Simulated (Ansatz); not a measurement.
Here is the system:

```xyz
2
Lattice="0.0000 2.5909 2.5909 2.5909 0.0000 2.5909 2.5909 2.5909 0.0000" Properties=species:S:1:pos:R:3 pbc="T T T"
Mg     0.0000     0.0000     0.0000
S      2.5909     2.5909     2.5909
```

These are PBEsol with spin-orbit coupling, rigid bands (plane waves, PAW; Ansatz, a first-principles code) values and carry that method's errors. How the cell was made: cell and atoms relaxed with PBEsol.

Q: Predict the hole conductivity mass (n e² τ/σ) at 300 K, by direction if it differs.

A: 1.19 mₑ.

Q: What conductivity effective mass do dilute electrons have at 300 K?

A: 0.35 mₑ.

Q: And the band gap?

A: 2.70 eV at this level; semilocal functionals usually fall short of the measured gap.

Rigid bands, one relaxation time for all states, no polarons.
